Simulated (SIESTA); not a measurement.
SIESTA run on HfO2 (Fm-3m, 3 atoms in the cell): self-consistent single point

Level of theory: GGA PBE, numerical atomic orbitals DZP, PseudoDojo PBE standard norm-conserving potentials (rewritten from UPF to PSML) (SIESTA).

Input:

```
# files in the folder: Hf.psml O.psml (PseudoDojo PBE standard)
SystemName  HfO2
SystemLabel siesta

NumberOfAtoms                3
NumberOfSpecies              2
%block ChemicalSpeciesLabel
  1 72 Hf
  2 8 O
%endblock ChemicalSpeciesLabel
LatticeConstant              3.581326 Ang
%block LatticeVectors
     0.000000000    0.707106809    0.707106809
     0.707106809    0.000000000    0.707106809
     0.707106809    0.707106809    0.000000000
%endblock LatticeVectors
AtomicCoordinatesFormat      Fractional
%block AtomicCoordinatesAndAtomicSpecies
     0.000000000    0.000000000    0.000000000  1
     0.250000000    0.250000000    0.250000000  2
     0.750000000    0.750000000    0.750000000  2
%endblock AtomicCoordinatesAndAtomicSpecies

XC.functional                GGA
XC.authors                   PBE
PAO.BasisSize                DZP
PAO.EnergyShift              0.01 Ry
MeshCutoff                   350 Ry
%block kgrid.MonkhorstPack
    4   0   0  0.0
    0   4   0  0.0
    0   0   4  0.0
%endblock kgrid.MonkhorstPack
OccupationFunction           FD
ElectronicTemperature        20.0 meV

MaxSCFIterations             150
SCF.Mixer.Method             Pulay
SCF.Mixer.Weight             0.1
SCF.Mixer.History            6
SCF.DM.Tolerance             1.0E-04
Diag.ParallelOverK           true
WriteForces                  true
Charge.Mulliken              end
```

Log, with long lists cut:

```
reinit: Reading from file input.fdf

reinit: System Name: HfO2
reinit: System Label: siesta

coor:   Atomic-coordinates input format  =     Fractional

siesta: Atomic coordinates (Bohr) and species
siesta:      0.00000   0.00000   0.00000  1        1
siesta:      2.39275   2.39275   2.39275  2        2
siesta:      7.17826   7.17826   7.17826  2        3

siesta: System type = bulk

initatomlists: Number of atoms, orbitals, and projectors:      3    45    58

siesta: ******************** Simulation parameters ****************************
redata: Spin configuration                          = none
redata: Time-Reversal Symmetry                      = T
redata: Number of Atomic Species                    =        2
redata: Mesh Cutoff                                 =   350.0000 Ry
redata: Net charge of the system                    =     0.0000 |e|
redata: Min. number of SCF Iter                     =        0
redata: Max. number of SCF Iter                     =      150
redata: SCF convergence failure will abort job
redata: SCF mix quantity                            = Hamiltonian
redata: Mix DM or H after convergence               =   F
redata: Recompute H after scf cycle                 =   F
redata: Mix DM in first SCF step                    =   T
redata: No kicks to SCF
redata: DM Mixing Weight for Kicks                  =     0.5000
redata: Require Harris convergence for SCF          =   F
redata: Harris energy tolerance for SCF             =     0.000100 eV
redata: Require DM convergence for SCF              =   T
redata: DM tolerance for SCF                        =     0.000100
redata: Require EDM convergence for SCF             =   F
redata: EDM tolerance for SCF                       =     0.001000 eV
redata: Require H convergence for SCF               =   T
redata: Hamiltonian tolerance for SCF               =     0.001000 eV
redata: Require (free) Energy convergence for SCF   =   F
redata: (free) Energy tolerance for SCF             =     0.000100 eV
redata: Using DFT-D3 dispersion                     =   F
redata: Using Saved Data (generic)                  =   F
redata: Method of Calculation                       = Diagonalization
redata: Electronic Temperature                      =   232.0904 K
redata: Number of TDED substeps                     =        3
redata: Dynamics option                             = Single-point calculation
redata: Save all siesta data in one NC              =   F
redata: ***********************************************************************

%block SCF.Mixers
  Pulay
%endblock SCF.Mixers

%block SCF.Mixer.Pulay
  # Mixing method
  method pulay
  variant stable

  # Mixing options
  weight 0.1000
  weight.linear 0.1000
  history 6
%endblock SCF.Mixer.Pulay

DM_history_depth set to one: no extrapolation allowed by default for geometry relaxation
Size of DM history Fstack: 1
Total number of electrons:    24.000000
Total ionic charge:    24.000000

* ProcessorY, Blocksize:    1  46

* Orbital distribution balance (max,min):    45    45

k-point displ. along   1 input, could be:     0.00    0.50
k-point displ. along   2 input, could be:     0.00    0.50
k-point displ. along   3 input, could be:     0.00    0.50
 Kpoints in:           48 . Kpoints trimmed:           44

siesta: k-grid: Number of k-points = 44
siesta: k-points from Monkhorst-Pack grid
siesta: k-cutoff (effective) =     7.163 Ang
siesta: k-point supercell and displacements
siesta: k-grid:     4     0     0      0.000
siesta: k-grid:     0     4     0      0.000
siesta: k-grid:     0     0     4      0.000

diag: Algorithm                                     = D&C
diag: Parallel over k                               =   F
diag: Use parallel 2D distribution                  =   F
diag: Parallel block-size                           = 46
diag: Parallel distribution                         =     1 x     1
diag: Used triangular part                          = Lower
diag: Absolute tolerance                            =  0.100E-15
diag: Orthogonalization factor                      =  0.100E-05
diag: Memory factor                                 =  1.0000

superc: Internal auxiliary supercell:     5 x     5 x     5  =     125
superc: Number of atoms, orbitals, and projectors:    375   5625   7250

                        Single-point calculation

superc: Internal auxiliary supercell:     5 x     5 x     5  =     125
superc: Number of atoms, orbitals, and projectors:    375   5625   7250

outcell: Unit cell vectors (Ang):
        0.000000    2.532380    2.532380
        2.532380    0.000000    2.532380
        2.532380    2.532380    0.000000

outcell: Cell vector modules (Ang)   :    3.581326    3.581326    3.581326
outcell: Cell angles (23,13,12) (deg):     60.0000     60.0000     60.0000
outcell: Cell volume (Ang**3)        :     32.4800
new_DM -- step:     1
Initializing Density Matrix...

Attempting to read DM from file... Failed...
DM filled with atomic data:

InitMesh: MESH = 36 x 36 x 36 = 46656
InitMesh: Mesh cutoff (required, used) =   350.000   418.900 Ry

stepf: Fermi-Dirac step function

        iscf     Eharris(eV)        E_KS(eV)     FreeEng(eV)     dDmax    Ef(eV) dHmax(eV)
   scf:    1    -2424.866572    -2433.759243    -2433.759243  1.472386 -5.140480  9.296810
   scf:    2    -2438.662464    -2436.335405    -2436.335405  0.084685 -5.919595  6.926380
   scf:    3    -2440.144000    -2439.497338    -2439.497338  0.301825 -1.830121  1.102802
   scf:    4    -2438.236406    -2439.106913    -2439.106913  0.125841 -4.791795  2.558386
   scf:    5    -2439.544714    -2439.552786    -2439.552786  0.136717 -2.897246  0.512735
   scf:    6    -2439.582369    -2439.570350    -2439.570350  0.017245 -2.715605  0.203679
   scf:    7    -2439.573961    -2439.573125    -2439.573125  0.009225 -2.677182  0.002250
   scf:    8    -2439.573125    -2439.573125    -2439.573125  0.000025 -2.677457  0.001753
   scf:    9    -2439.573125    -2439.573125    -2439.573125  0.000071 -2.678377  0.000380

SCF Convergence by DM+H criterion
max |DM_out - DM_in|         :     0.0000711001
max |H_out - H_in|      (eV) :     0.0003801550
SCF cycle converged after 9 iterations

Using DM_out to compute the final energy and forces

siesta: E_KS(eV) =            -2439.5731

siesta: E_KS - E_eggbox =     -2439.5731

siesta: Atomic forces (eV/Ang):
     1    0.000000    0.000000   -0.000000
     2    0.000162    0.000162    0.000162
     3   -0.000162   -0.000162   -0.000162
   Tot    0.000000    0.000000   -0.000000
   Max    0.000162
   Res    0.000133    sqrt( Sum f_i^2 / 3N )
   Max    0.000162    constrained

Stress tensor Voigt[x,y,z,yz,xz,xy] (kbar):      -56.20      -56.20      -56.20        0.01        0.01        0.01
(Free)E + p*V (eV/cell)    -2438.4339
Target enthalpy (eV/cell)    -2439.5731

siesta: Program's energy decomposition (eV):
siesta: Ebs     =      -532.734161
siesta: Eions   =      3209.190731
siesta: Ena     =       436.644008
siesta: Ekin    =      1002.361019
siesta: Enl     =       -69.267371
siesta: Eso     =         0.000000
siesta: Edftu   =         0.000000
siesta: DEna    =        15.762769
siesta: DUscf   =         2.056560
siesta: DUext   =         0.000000
siesta: Ex      =      -577.139648
siesta: Ec      =       -40.799731
siesta: Exc     =      -617.939379
siesta: Eharris =     -2439.573125
siesta: Etot    =     -2439.573125
siesta: FreeEng =     -2439.573125

siesta: Stress tensor (static) (eV/Ang**3):
siesta:    -0.035075    0.000006    0.000006
siesta:     0.000006   -0.035075    0.000006
siesta:     0.000006    0.000006   -0.035075

siesta: Cell volume =         32.480045 Ang**3

siesta: Pressure (static):
siesta:                Solid            Molecule  Units
siesta:           0.00038201          0.00038215  Ry/Bohr**3
siesta:           0.03507470          0.03508737  eV/Ang**3
siesta:          56.19586891         56.21616504  kBar

mulliken: Atomic and Orbital Populations:

Species: Hf
Atom  Qatom  Qorb
               5s      6s      6s      5py     5pz     5px     6py     6pz
               6px     5dxy    5dyz    5dz2    5dxz    5dx2-y2 5dxy    5dyz
               5dz2    5dxz    5dx2-y2
   1 10.709   1.963   0.825  -0.274   1.956   1.956   1.956   0.215   0.215
              0.215   0.489   0.489   0.093   0.489   0.093  -0.044  -0.044

              0.081  -0.044   0.081

Species: O
Atom  Qatom  Qorb
               2s      2s      2py     2pz     2px     2py     2pz     2px
               3Pdxy   3Pdyz   3Pdz2   3Pdxz   3Pdx2-y2
   2  6.645   1.764  -0.010   1.775   1.775   1.775  -0.156  -0.156  -0.156
              0.007   0.007   0.007   0.007   0.007
   3  6.645   1.764  -0.010   1.775   1.775   1.775  -0.156  -0.156  -0.156
              0.007   0.007   0.007   0.007   0.007

mulliken: Qtot =       24.000

Mulliken Atomic Populations:
Atom #   charge [q] valence [e]  Species
     1     1.290922   10.709078  Hf
     2    -0.645461    6.645461  O
     3    -0.645461    6.645461  O
 Total    -0.000000
```

The run converged in 9 iterations.

The starting cell has typed, rounded lattice constants, without a prior relaxation at this level. Its lattice was rescaled by up to half a per cent. Values carry the incompleteness of an atom-centred basis. With a pressure of about 6 GPa the cell is away from its equilibrium volume at this level.
